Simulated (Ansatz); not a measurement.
# What isotropic strain −2.55 % does to Pd

The reference is Pd in the fcc (Cu type) structure (space group Fm-3m, No. 225; a = 3.9453 Å; relaxed with 0.1 eV smearing).

The change: the cell is scaled by 0.9745 in all directions, atoms relaxed at fixed cell.

All numbers come from PBE (Ansatz, a first-principles code, PAW, no spin-orbit coupling), earlier PAW set. Γ-centred 29×29×29 mesh, Fermi–Dirac width 0.1 eV.

```csv
quantity,base,changed,shift
space group,Fm-3m (No. 225),Fm-3m (No. 225),–
shortest interatomic distance,2.790 Å,2.719 Å,-0.071 Å
energy relative to the base (free energy F),0 meV/atom,+53 meV/atom,+53 meV/atom
pressure,0.0 GPa,16.0 GPa,+16.0 GPa
band gap,zero,zero,–
```

No phonon test of stability was made. All final runs are without spin polarisation.
